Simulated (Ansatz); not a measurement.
**CdSe: pressure series**

The parent structure is CdSe in the zinc blende structure (space group F-43m, No. 216).

CdSe is taken in the cubic space group F-43m (No. 216), the zinc blende structure, Pearson symbol cF8. Cell: a = 6.196 Å, b = 6.196 Å, c = 6.196 Å, α = 90.00°, β = 90.00°, γ = 90.00°. Se on 4c has 4 Cd at 2.683 Å (tetrahedral). Cd on 4a is coordinated by 4 Se at 2.683 Å (tetrahedral). (Neighbours: up to the widest gap in distance over summed covalent radii, below 1.35, at either atom; cation-cation and far metal-metal contacts left out.)
(The calculation used a cell of 2 atoms; values per cell refer to that cell.)

Cell and atoms are relaxed at each pressure.

Level of theory: PBE (Ansatz, a program for electronic structure), scalar-relativistic without spin-orbit coupling, earlier PAW set.

```tsv
pressure (GPa)	band gap (eV)
-2	0.39
-1	0.44
0	0.49
0.7	?
1.5	0.56
3	0.61
5	0.68
7.5	0.75
10	0.81
```

Problem. Fit E_g = E₀ + αP + βP² to the rows shown and predict the withheld row.

Solution. Least squares on the printed values gives E₀ = 0.49 eV, α = 45.4 meV/GPa, β = -1.3 meV/GPa² (largest residual 0.01 eV); this predicts 0.52 eV, and the run gives 0.52 eV, in agreement.

Load acts through the strain it causes; cell and atoms are relaxed under it. Stability against distortions was not tested. Tetrahedral semiconductors of this kind turn to denser phases somewhere between about 1 and 50 GPa; those were not computed, so compressed cells here can lie past the real transition.
